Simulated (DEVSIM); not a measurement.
## abrupt Si n-p junction

System: abrupt Si n-p junction, at 300 K.

| layer (left to right) | material | thickness (μm) | Nd (cm⁻³) | Na (cm⁻³) | τn (s) | τp (s) |
|---|---|---|---|---|---|---|
| 1 | Si | 15.0 | 1.4e18 | - | 1.1e-6 | 1.1e-6 |
| 2 | Si | 48.0 | - | 4.4e16 | 1.1e-6 | 1.1e-6 |

Left contact: ohmic. Right contact: ohmic. Voltage is applied to the left contact. Recombination: SRH at mid-gap, Auger. Mobility is μmin + (μ − μmin)/(1 + (N/Nref)^α).

This is a model device: material constants are rounded textbook-type values typed into the input, and sizes, dopings and lifetimes were drawn at random. Values at 300 K.

| parameter | Si |
|---|---|
| gap (eV) | 1.124 |
| affinity (eV) | 4.05 |
| permittivity | 11.7 |
| Nc (cm⁻³) | 2.86e19 |
| Nv (cm⁻³) | 3.1e19 |
| μn (cm²/Vs) | 1417 |
| μp (cm²/Vs) | 470 |
| μn,min | 52 |
| μp,min | 45 |
| Nref,n | 9.7e16 |
| Nref,p | 2.2e17 |
| αn | 0.68 |
| αp | 0.72 |
| Cn (cm⁶/s) | 2.8e-31 |
| Cp (cm⁶/s) | 9.9e-32 |

Simulated with DEVSIM: 1D drift-diffusion, Boltzmann statistics, complete ionisation; no tunnelling, impact ionisation, image-force lowering or self-heating.

```yaml
potential_step_across_the_device_at_zero_bias: 0.876 V
largest_field_in_the_device_at_zero_bias: 110000 V/cm
Dark forward voltage at 1 A/cm²: 0.689 V
Dark forward voltage at 100 A/cm²: 0.842 V
```

Dark forward current:

```
V (V)  J (A/cm²)
-----  ---------
-0.05    -1.7e-9
-0.10    -6.2e-9
-0.15    -1.9e-8
-0.20    -5.7e-8
-0.25    -1.8e-7
-0.30    -6.9e-7
-0.35    -3.2e-6
-0.40    -1.7e-5
-0.45   -0.00011
-0.50   -0.00071
-0.55    -0.0048
-0.60     -0.033
-0.65      -0.22
-0.70       -1.5
-0.75       -8.7
-0.80        -38
-0.85       -120
-0.90       -300
-0.95       -600
-1.00      -1000
-1.05      -1600
-1.10      -2200
```
